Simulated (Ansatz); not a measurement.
Functionals compared on the (30-31) surface of hcp Zr in its 1x1 cell, outermost plane spacing 0.46 Å in the ideal cut, in Ansatz (plane waves, PAW). The structure was relaxed with PBE; the other rows are single points on it, each with its references at the same level. Cutoff 420 eV (500 eV for r2SCAN).

Slab: 24 atoms, 10.6 Å thick at the start; k 12x3x1, smearing 0.1 eV, dipole-corrected; all atoms relaxed; held to the part of the start's symmetry that mesh and held atoms allow; no spin, no spin-orbit, no U. These notes are the PBE run's.

```csv
functional,surface energy (J/m²),work function of the top face (eV),rough cost of the single point
PBE,1.67,3.76,–
LDA,1.86,3.99,roughly 9 core-minutes
PBEsol,1.82,3.83,roughly 9 core-minutes
RPBE,1.56,3.62,roughly 9 core-minutes
r2SCAN,1.82,3.76,about 16 core-minutes (a rough figure)
```

Ansatz is a first-principles code.
